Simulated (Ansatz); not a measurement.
For SnAu (P6₃/mmc, No. 194), PBEsol in Ansatz (PAW) gives:

lattice constant a: 4.332 Å
lattice parameter c: 5.555 Å
cohesive energy: 3.85 eV/atom

Question: What does r²SCAN+rVV10 in Ansatz (PAW) give for the same quantities?

Answer: 
- lattice constant a: 4.328 Å (decreases by 0.1 %)
- lattice parameter c: 5.577 Å (grows by 0.4 %)
- cohesive energy: 3.78 eV/atom (shrinks by 0.07 eV/atom)

Changes are worked out from the printed values.

Unless a cell is named, each level is at its own relaxed cell (PBEsol 22.57, r²SCAN+rVV10 22.62 Å³/atom).

Levels without +SOC leave out spin–orbit coupling, which shifts energies and cells of such heavy elements.

Caveats: the relaxation could not lower the start's symmetry, so the cell can be a saddle point above a distorted one (PBEsol, r²SCAN+rVV10). Ansatz's density-functional and Hartree–Fock values are scalar-relativistic unless marked +SOC, with PAW data made under PBE.

Ansatz is a first-principles code.
